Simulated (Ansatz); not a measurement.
Start from SiO2 in the rutile structure (space group P4_2/mnm, No. 136; a = 4.1852 Å, c = 2.6688 Å).

Structures relaxed with r2SCAN/PAW in Ansatz (a first-principles code), no SOC.

Base:

Simulated powder pattern, Cu Kα1, λ = 1.54056 Å (kinematic, ideal powder, no thermal factors, no anomalous dispersion; the 10 strongest lines at most, above 2 %, up to 2θ = 90°):

```
2θ (°)  I/Imax (%)    hkl
------  ----------  -----
30.17          100  (110)
40.04           25  (101)
45.74           41  (111)
48.60           15  (210)
60.35           60  (211)
62.74           20  (220)
70.51           11  (002)
71.18          6.5  (310)
77.08           28  (301)
78.57           11  (112)
```

Perturbation: a hydrostatic pressure of 4.5 GPa.

Task: Where do the lines fall after the change?

Result: 
Simulated powder pattern, Cu Kα1, λ = 1.54056 Å (kinematic, ideal powder, no thermal factors, no anomalous dispersion; the 10 strongest lines at most, above 2 %, up to 2θ = 90°):

| 2θ (°) | I/Imax (%) | hkl |
|---|---|---|
| 30.35 | 100 | (110) |
| 40.19 | 26 | (101) |
| 45.94 | 41 | (111) |
| 48.90 | 15 | (210) |
| 60.67 | 61 | (211) |
| 63.14 | 21 | (220) |
| 70.74 | 11 | (002) |
| 71.66 | 6.6 | (310) |
| 77.55 | 28 | (301) |
| 78.89 | 11 | (112) |

The indices refer to the base's conventional cell; one index is shown for lines that coincide.

Load acts through the strain it causes; cell and atoms are relaxed under it. Stability against distortions was not tested.
